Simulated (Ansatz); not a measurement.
Results of PBE (PAW; Ansatz, an electronic-structure program) for CsCl-type CoGa.

Run with plane-wave cutoff 520 eV, 20×20×20 k mesh, Fermi–Dirac smearing 0.05 eV, no spin polarisation, scalar-relativistic PAW data made under PBE.

Cell (relaxed at this level):

```yaml
crystal:
  lattice:
    - [2.88153, 0.00000, 0.00000]
    - [0.00000, 2.88153, 0.00000]
    - [0.00000, 0.00000, 2.88153]
  atoms:
    - { symbol: Ga, position: [0.50000, 0.50000, 0.50000] }
    - { symbol: Co, position: [0.00000, 0.00000, 0.00000] }
```

Question: Predict the bulk modulus B0 and pressure derivative B′ of the bulk modulus.

Answer: 
bulk modulus B0: 177 GPa
pressure derivative B′ of the bulk modulus: 4.7

The run finds no gap.

It cost around 60 core-seconds (rough) of CPU time.
